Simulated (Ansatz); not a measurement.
We consider CsCl-type NiAl, described by LDA (Ansatz, a program for electronic structure, plane waves, PAW).

Run with plane-wave cutoff 500 eV, 20×20×20 k mesh, Fermi–Dirac smearing 0.1 eV, no spin polarisation, scalar-relativistic PAW data made under PBE.

Computed at the level's own relaxed cell.

Q: What does this level give for the volume per atom and lattice parameter a?

A: 
- volume per atom: 11.37 Å³/atom
- lattice parameter a: 2.833 Å

Measured, for comparison: equilibrium volume per atom 11.97 Å³/atom, lattice constant a 2.882 Å (extrapolated to 0 K, zero-point anharmonic expansion removed (Haas, Tran, Blaha 2009); as tabulated in Levämäki et al. (2014), arXiv:1402.3671). Computed (rounded) less measured: equilibrium volume per atom -5.0 %, lattice constant a -1.7 %.

Computed values are for the static lattice.
